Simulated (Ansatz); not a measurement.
**TiAl, response to strain**

Start from TiAl (space group P4/mmm, No. 123; relaxed with 0.1 eV smearing).

```xyz
2
Lattice="2.8239 0.0000 0.0000 0.0000 2.8239 0.0000 0.0000 0.0000 4.0746" Properties=species:S:1:pos:R:3 pbc="T T T"
Al     1.4119     1.4119     2.0373
Ti     0.0000     0.0000     0.0000
```

Cartesian axes are those of the cell as printed.

Strains are applied to the cell and any free atomic positions relax; under biaxial strain the out-of-plane vector relaxes too.

Level of theory: PBE/PAW in Ansatz (a program for electronic structure), no spin-orbit coupling, earlier PAW set.

```tsv
biaxial strain, plane normal [001], relaxed out of plane (%)	out-of-plane strain (%)
-4.26	4.22
-3.22	3.17
-3.08	?
-1.83	1.80
-0.52	0.51
0	0.00
```

Problem. Fit ε⊥ = −νε + γε² (strains in %) to the rows shown and predict the withheld row.

Solution. Least squares on the printed values gives ν = 0.98 (the biaxial Poisson response) and γ = 0.003 (largest residual 0.01 %); this predicts 3.04 %, and the run gives 3.03 %, in agreement.

Stability against distortions was not tested. All final runs are without spin polarisation.
